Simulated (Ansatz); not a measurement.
The parent structure is GaP in the zinc blende structure (space group F-43m, No. 216; a = 5.5064 Å).

Calculations: plane-wave PAW DFT at the PBE level (Ansatz, a program for electronic structure, 420 eV), no spin-orbit coupling, earlier PAW set.

Base values:

- Band gap = 1.58 eV
- Electron mass = 0.10 mₑ (at Γ)

Now apply this change: every Ga is replaced by In, then cell and atoms are relaxed.

Q: What does the calculation give for the band gap and electron mass after the change?

A: The band gap drops by 1.14 eV (1.58 eV → 0.44 eV); the electron mass becomes 0.037 mₑ (at Γ) (base: 0.10 mₑ (at Γ)).

Masses are band curvatures over ±0.01 Å⁻¹ around the edge. Gaps are read on the SCF mesh and a high-symmetry path. Whether these cells are dynamically stable was not tested.
